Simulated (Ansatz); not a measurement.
Results of r²SCAN+rVV10 (Ansatz, an electronic-structure program, plane waves, PAW) for CsCl-type RuAl.

Numerical settings: plane-wave cutoff 600 eV, 22×22×22 k mesh, Fermi–Dirac smearing 0.061 eV (set by the program), no spin polarisation, scalar-relativistic PAW data made under PBE.

Cell (relaxed at this level):

```
AlRu
1.0
    2.97602     0.00000     0.00000
    0.00000     2.97602     0.00000
    0.00000     0.00000     2.97602
Al Ru
1 1
Cartesian
  1.48801   1.48801   1.48801
  0.00000   0.00000   0.00000
```

Q: Give the computed Poisson ratio, elastic constant C44, Voigt–Reuss–Hill bulk modulus, Young modulus, elastic constant C11 and elastic constant C12.

A: 
Poisson ratio: 0.273
elastic constant C44: 140 GPa
Voigt–Reuss–Hill bulk modulus: 225 GPa
Young modulus: 307 GPa
elastic constant C11: 353 GPa
elastic constant C12: 161 GPa

Elastic constants are with the ions relaxed.

Computed values are for the static lattice.

Computing time: roughly 8 core-minutes.
